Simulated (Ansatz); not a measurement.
We consider As (model structure, from the lonsdaleite type, P6₃/mmc, No. 194), described by r²SCAN+rVV10 in Ansatz (PAW).

The run printed, among other lines:

```
Relaxation: its limit of steps is 80 (relax.max_steps)
Crystal: 4 atoms, lattice volume = 100.812 Å³
Basis set: ecut = 560 eV, 3027 PW (Γ), exchange–correlation on 108×108×135 points (27 copies of the dense FFT grid, shifted against one another)
Bands: 36, of which v1, the nominal top of the filled ones, is band 30 counted from 1 (29 counted from 0)
Symmetry: 24 space group operations
Space group: P63/mmc (ITA 194), of the structure as read, at distance tolerance 4.7e-5 Å
k-points: 222 of 3240
Initial density: superposition of atomic densities (chi_scale 0.1, normalization cell)
Functional: x = r2scan, c = r2scan + rvv10(b = 11.95, C = 0.0093); τ floored in thin density (d = 2e-4 eV/Å³)
SCF iter   1: F=—  HF=-19452.388696 eV  |F-HF|=—  |Δ(HF+E_count)|=         —  Δρ=2.01e-2  dr2=3.45e-1  dr2_τ=3.80e-3
SCF iter   2: F=—  HF=-19452.438607 eV  |F-HF|=—  |Δ(HF+E_count)|=   4.99e-2  Δρ=2.58e-3  dr2=4.17e-3  dr2_τ=2.68e-4
  ...
SCF 1 converged in 7 iterations: F = -19452.431124 eV  dr2 = 5.26e-9
Crystal: 4 atoms, lattice volume = 100.812 Å³
Basis set: ecut = 560 eV, 3039 PW (Γ), exchange–correlation on 108×108×135 points (27 copies of the dense FFT grid, shifted against one another)
Initial density: handed on by an earlier stage of this run
SCF 2 converged in 4 iterations: F = -19452.432117 eV  dr2 = 1.14e-7
Crystal: 4 atoms, lattice volume = 100.812 Å³
Basis set: ecut = 560 eV, 3051 PW (Γ), exchange–correlation on 108×108×135 points (27 copies of the dense FFT grid, shifted against one another)
SCF 3 converged in 4 iterations: F = -19452.432841 eV  dr2 = 1.46e-8
Crystal: 4 atoms, lattice volume = 100.812 Å³
SCF 4 converged in 3 iterations: F = -19452.432851 eV  dr2 = 5.81e-10
Crystal: 4 atoms, lattice volume = 100.812 Å³
SCF iter   3: F=—  HF=-19452.432851 eV  |F-HF|=—  |Δ(HF+E_count)|=   1.47e-9  Δρ=2.83e-7  dr2=2.41e-11  dr2_τ=7.75e-12
SCF iter   4: F=-19452.432851 eV  HF=-19452.432851 eV  |F-HF|=0.00e0  |Δ(HF+E_count)|=  2.04e-10  Δρ=6.42e-8  dr2=4.98e-12  dr2_τ=1.30e-13
SCF 5 converged in 4 iterations: F = -19452.432851 eV  dr2 = 4.98e-12
SCF converged after 4 iterations
Free energy (F): -19452.432851 eV
Internal energy: -19452.423383 eV  (E = F + TS)
E sigma→0 (E₀):  -19452.428117 eV
Fermi energy:    8.085605 eV
--- Forces (eV/Å), atoms counted from 1 ---
  atom   1  As     0.00000000     0.00000000    -0.00225288
  atom   2  As    -0.00000000    -0.00000000    -0.00225288
  atom   3  As    -0.00000000     0.00000000     0.00225288
  atom   4  As     0.00000000    -0.00000000     0.00225288
--- Stress (GPa, compression-positive) ---
        0.943803       0.000000       0.000000
        0.000000       0.943803       0.000000
        0.000000       0.000000       0.958106
  P = ⅓ Tr σ = 0.9486 GPa (9.486 kbar)
```

### Question
Write an input file that produces this run.

### Answer
One answer among several that fit: 
Ansatz 0.2 input:
```yaml
crystal:
  lattice:
    - [4.5329531007, 0.0, 0.0]
    - [-2.2664765504, 3.9256525394, 0.0]
    - [0.0, 0.0, 5.6652659018]
  atoms:
    - { symbol: As, position: [0.3333333333, 0.6666666667, 0.0356290711] }
    - { symbol: As, position: [0.6666666667, 0.3333333333, 0.5356290711] }
    - { symbol: As, position: [0.6666666667, 0.3333333333, 0.9643709289] }
    - { symbol: As, position: [0.3333333333, 0.6666666667, 0.4643709289] }
basis:
  ecutwfc: 560
  ecutrho_ratio: 4
  xc_grid: 3
kpoints:
  mp_grid: { grid: [18, 18, 10] }
hamiltonian:
  xc: r2scan
  dispersion: rvv10
  pseudopotentials: { azcp: { folder: ./paw }, kind: paw }
scf:
  occupations: { method: fermi_dirac, width: 0.05 }
output:
  forces: true
  stress: true
  eigenvalues: true
relax:
  f_tol: 0.004
  escape_saddle: false
  max_steps: 80
  cell: { stress_tol: 0.02, fix: [volume] }
```

The cell is one volume of an energy–volume scan, off the minimum.

The PAW data were made under PBE.

Note: the cell keeps the symmetry of its start, so it can be a saddle point.

It cost around 3 core-minutes (rough) of CPU time.

A model structure was made by putting elements into a prototype or built by hand; it is no filed structure, need not be a known phase, and can be a saddle point held by its symmetry.

Ansatz is a first-principles code.
